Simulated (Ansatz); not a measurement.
Structures of equal composition on the (0001) surface of hcp Ti: a layer of Os in place of the second plane; a layer of Os in place of the third plane. The slabs share one bottom face, and each structure is named by its start. These are constructed structures in small cells; real faces may alloy, dewet or reconstruct in larger ones, and not all known structures of the face are among them. Slabs of about 12 Å with all that they carry, Fermi-Dirac smearing of 0.1 eV. Bottom of the slabs: a bare face, its two planes held. Relaxed from the named starts with such symmetry as they have, on meshes of like density; energies extrapolated to zero smearing; no spin-orbit coupling, no U. Spin-polarised runs, if any, are marked in brackets, and their order is one that fits the cell; the others ran without spin.

The numbers are results of PBE (plane waves to 420 eV, PAW; Ansatz, a quantum-chemistry and plane-wave program), not measurements.

Task: Put the candidates in order of energy per 1x1 cell, lowest first, for PBE.

Result: a layer of Os in place of the third plane (0.000 eV), a layer of Os in place of the second plane (0.069 eV)
